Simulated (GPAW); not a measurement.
**Pressure against volume in zinc-blende GaP (space group 216) (GPAW, PBE)**

```
GaP
1.0
    0.00000     2.67655     2.67655
    2.67655     0.00000     2.67655
    2.67655     2.67655     0.00000
Ga P
1 1
Direct
  0.00000   0.00000   0.00000
  0.75000   0.75000   0.75000
```

Computed with PBE, GPAW PAW datasets PBE (gpaw-data 1.0.1) (plane waves; GPAW 25.7.0). Settings: mode = pw; ecut = 585 eV; xc = PBE; kpts = 10 10 10; mesh shift (steps) = 0 0 0; occupations.name = fermi-dirac; occupations.width = 0.01 eV; nbands = -8; convergence.forces = 0.001 eV/Å; convergence.bands = -6; symmetry.symmorphic = false; symmetry.tolerance = 0.0005; maxiter = 120. The cell above is the first row's. The rows scale it uniformly. In all rows fractional positions and the k mesh are held.

| V (Å^3/atom) | P (GPa) |
|---|---|
| 19.175 | 10.60 |
| 19.591 | 8.03 |
| 20.008 | 5.73 |
| 20.425 | 3.66 |
| 20.842 | 1.82 |
| 21.259 | 0.16 |
| 21.676 | -1.32 |
| 22.092 | -2.64 |
| 22.509 | ? |

Using a cubic, estimate the missing P at V = 22.509 from the other rows, showing the fit.

With u = V - 20.6, the rows have u = -1.4250, -1.0090, -0.5920, -0.1750, 0.2420, 0.6590, 1.0760, 1.4920. Least squares gives P = 2.861 - 4.4688·u + 0.6003·u² - 0.05177·u³. Residuals (row less fit): 0.002, -0.004, 0.002, -0.002, 0.006, -0.002, -0.003, 0.002; standard error 0.005 (degrees of freedom: 4). The fitted pressure is zero at V0 = 21.30, where dP/dV = -3.702, so B0 = -V0·dP/dV = 78.9 GPa. At the withheld row, u = 1.9090, so P = 2.861 - 4.4688 × 1.9090 + 0.6003 × 1.9090² - 0.05177 × 1.9090³ = -3.842 GPa. The calculation gives -3.82 GPa, 0.022 GPa above the prediction (0.2 % of the range of P in the table). The row lies outside the fitted rows, so this is an extrapolation. From the scatter of the fitted rows alone, a prediction at this place has a standard error of 0.012 GPa, so the miss is 1.8 times that.

Carrying the step between the two nearest rows on in a straight line would have given -3.96, off by 0.14; series whose last step already gives the withheld value aren't shown. The scan was laid around a cell of about the measured size, scaled by a guess for this functional. The runs keep the symmetry of the cell, so they don't test it for distortions. Cutoffs and mesh are single choices, not tested for convergence of this quantity. Series with a scatter that would blur these digits, or in which a gap closes, are not shown.
